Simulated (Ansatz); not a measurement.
GaP, response to strain

Take GaP in the zinc blende structure (space group F-43m, No. 216; a = 5.4513 Å) as the base.

Strains are applied to the cell and any free atomic positions relax.

Method: r2SCAN, PAW, 500 eV (Ansatz, an electronic-structure program; no SOC).

Computed cases, in order: the unstrained base; isotropic strain +0.50 %; isotropic strain +1.00 %; isotropic strain +1.50 %; isotropic strain +2.00 %; isotropic strain +2.50 %; isotropic strain +3.00 %.

Question: Between which two neighbouring cases does the gap turn between direct and indirect?

Answer: Between isotropic strain +1.50 % (1.89 eV, indirect, Γ → L) and isotropic strain +2.00 % (1.84 eV, direct at Γ). The whole series: the unstrained base: 1.85 eV, indirect, Γ → Γ–X (87 % along); isotropic strain +0.50 %: 1.87 eV, indirect, Γ → Γ–X (87 % along); isotropic strain +1.00 %: 1.89 eV, indirect, Γ → Γ–X (87 % along); isotropic strain +1.50 %: 1.89 eV, indirect, Γ → L; isotropic strain +2.00 %: 1.84 eV, direct at Γ; isotropic strain +2.50 %: 1.72 eV, direct at Γ; isotropic strain +3.00 %: 1.59 eV, direct at Γ.

Semilocal Kohn–Sham gaps tend to fall short of experiment. Whether these cells are dynamically stable was not tested.
